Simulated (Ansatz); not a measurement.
For InP (model structure, started from the NiAs type, P6₃/mmc, No. 194, 4 atoms in the cell), PBE (PAW; Ansatz, a first-principles code) gives:

```
Property              Value
------------------  -------
lattice constant a  3.882 Å
c axis length       6.622 Å
```

**Question.** What does PBE-D3(BJ) (Ansatz, PAW) give for the same quantities?

**Answer.** 
- lattice constant a: 3.826 Å (drops by 1.4 %)
- lattice parameter c: 6.550 Å (decreases by 1.1 %)

Changes are worked out from the printed values.

Unless a cell is named, each level is at its own relaxed cell (PBE 21.60, PBE-D3(BJ) 20.76 Å³/atom).

Ansatz's density-functional and Hartree–Fock values are scalar-relativistic unless marked +SOC, with PAW data made under PBE.

A model structure was made by putting elements into a prototype or built by hand; it is no filed structure, need not be a known phase, and can be a saddle point held by its symmetry.
